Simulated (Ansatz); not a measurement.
**Sb, response to strain**

Base system: Sb (space group R-3m, No. 166; a = 4.3263 Å, c = 11.3390 Å (hexagonal axes); layered; relaxed with 0.1 eV smearing).

Strains are applied to the cell and any free atomic positions relax.

Method: r2SCAN+rVV10 (Ansatz, a quantum-chemistry and plane-wave program, PAW, scalar-relativistic without spin-orbit coupling).

Notes on the quantities. pressure: mean of the normal stresses, compression positive.

```json
[
 {"isotropic strain (%)": "0", "pressure (GPa)": "0.0"},
 {"isotropic strain (%)": "0.43", "pressure (GPa)": "-0.5"},
 {"isotropic strain (%)": "0.47", "pressure (GPa)": "-0.6"},
 {"isotropic strain (%)": "2.83", "pressure (GPa)": "?"},
 {"isotropic strain (%)": "3.51", "pressure (GPa)": "-3.5"}
]
```

**Question.** Fit P = P₀ − Bδ + Cδ² with δ = (1 + ε)³ − 1 to the rows shown and predict the withheld row.

**Answer.** Least squares on the printed values gives P₀ = 0.0 GPa, B = 42.0 GPa (at held cell shape), C = 90.8 GPa (largest residual 0.0 GPa); this predicts -3.0 GPa, and the run gives -3.0 GPa, in agreement.

Stability against distortions was not tested.
